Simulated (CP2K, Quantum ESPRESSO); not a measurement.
A CP2K input for a self-consistent single point of GaAgSnSe₄ (I-4, 7 atoms in the cell) (DFT PBEsol, GPW, DZVP-MOLOPT-SR-GTH basis, GTH-PBE potentials (GTH_POTENTIALS)):

```
&GLOBAL
  PROJECT gaagsnse4
  RUN_TYPE ENERGY_FORCE
  PRINT_LEVEL MEDIUM
&END GLOBAL
&FORCE_EVAL
  METHOD Quickstep
  STRESS_TENSOR ANALYTICAL
  &DFT
    BASIS_SET_FILE_NAME BASIS_MOLOPT
    POTENTIAL_FILE_NAME GTH_POTENTIALS
    &QS
      METHOD GPW
      EPS_DEFAULT 1E-10
    &END QS
    &MGRID
      CUTOFF 600
      REL_CUTOFF 60
      NGRIDS 5
    &END MGRID
    &SCF
      SCF_GUESS ATOMIC
      EPS_SCF 1E-7
      MAX_SCF 100
      ADDED_MOS 9
      &DIAGONALIZATION
        ALGORITHM STANDARD
      &END DIAGONALIZATION
      &MIXING
        METHOD BROYDEN_MIXING
        ALPHA 0.4
        NBUFFER 10
        BETA 1.5
      &END MIXING
      &SMEAR ON
        METHOD FERMI_DIRAC
        ELECTRONIC_TEMPERATURE [K] 116.05
      &END SMEAR
    &END SCF
    &KPOINTS
      SCHEME MONKHORST-PACK 3 3 3
    &END KPOINTS
    &XC
      &XC_FUNCTIONAL
        &PBE
          PARAMETRIZATION PBESOL
        &END PBE
      &END XC_FUNCTIONAL
    &END XC
    &PRINT
      &MO
        EIGENVALUES T
        OCCUPATION_NUMBERS T
        NDIGITS 8
        FILENAME mo
        &EACH
          QS_SCF 0
        &END EACH
        ADD_LAST NUMERIC
      &END MO
      &MULLIKEN ON
      &END MULLIKEN
    &END PRINT
  &END DFT
  &SUBSYS
    &CELL
      A 6.95057300 0.00000000 0.00000000
      B 1.70473900 6.73827300 0.00000000
      C -4.32765600 -3.36913700 4.26975100
      PERIODIC XYZ
    &END CELL
    &COORD
      SCALED
      Ga       0.50000000     0.50000000     0.00000000
      Ag       0.25000000     0.75000000     0.50000000
      Sn       0.75000000     0.25000000     0.50000000
      Se       0.64710000     0.63460000     0.50038000
      Se       0.36540000     0.86578000     0.01250000
      Se       0.13422000     0.14672000     0.49962000
      Se       0.85328000     0.35290000     0.98750000
    &END COORD
    &KIND Ga
      BASIS_SET DZVP-MOLOPT-SR-GTH-q13
      POTENTIAL GTH-PBE-q13
    &END KIND
    &KIND Ag
      BASIS_SET DZVP-MOLOPT-SR-GTH-q11
      POTENTIAL GTH-PBE-q11
    &END KIND
    &KIND Sn
      BASIS_SET DZVP-MOLOPT-SR-GTH-q4
      POTENTIAL GTH-PBE-q4
    &END KIND
    &KIND Se
      BASIS_SET DZVP-MOLOPT-SR-GTH-q6
      POTENTIAL GTH-PBE-q6
    &END KIND
  &END SUBSYS
  &PRINT
    &FORCES ON
    &END FORCES
    &STRESS_TENSOR ON
    &END STRESS_TENSOR
  &END PRINT
&END FORCE_EVAL
```

Question: Translate this input to Quantum ESPRESSO.

Answer: One input that does it (others would too):

```fortran
&CONTROL
  calculation = 'scf'
  prefix = 'GaAgSnSe4'
  outdir = './out'
  pseudo_dir = './'
  tprnfor = .true.
  tstress = .true.
/
&SYSTEM
  ibrav = 0
  nat = 7
  ntyp = 4
  ecutwfc = 90
  occupations = 'smearing'
  smearing = 'fermi-dirac'
  degauss = 0.000734986
/
&ELECTRONS
  conv_thr = 1.0e-11
  mixing_beta = 0.4
/
ATOMIC_SPECIES
Ga    69.7230  Ga.upf
Ag   107.8682  Ag.upf
Sn   118.7100  Sn.upf
Se    78.9710  Se.upf
ATOMIC_POSITIONS {angstrom}
Ga    0.00000000    0.00000000    5.48449500
Ag    3.01917000    0.00000000    2.74224750
Sn    0.00000000    3.01917000    2.74224750
Se    1.47299266    1.54847191    4.28514563
Se    1.54847191   -1.47299266    6.68384437
Se    1.54617734    1.47069809   -1.19934937
Se    1.47069809    4.49216266    1.19934937
K_POINTS {automatic}
3 3 3  0 0 0
CELL_PARAMETERS {angstrom}
  -3.01917000     3.01917000     5.48449500
   3.01917000    -3.01917000     5.48449500
   3.01917000     3.01917000    -5.48449500
```

Basis settings and potentials, where a program has them, do not carry over. This input uses DFT, PBEsol, plane waves, PseudoDojo standard norm-conserving (PBESOL) pseudopotentials.

The starting cell comes from a database of computed structures (which also holds hypothetical and non-ambient phases and stackings), without a prior relaxation at this level.
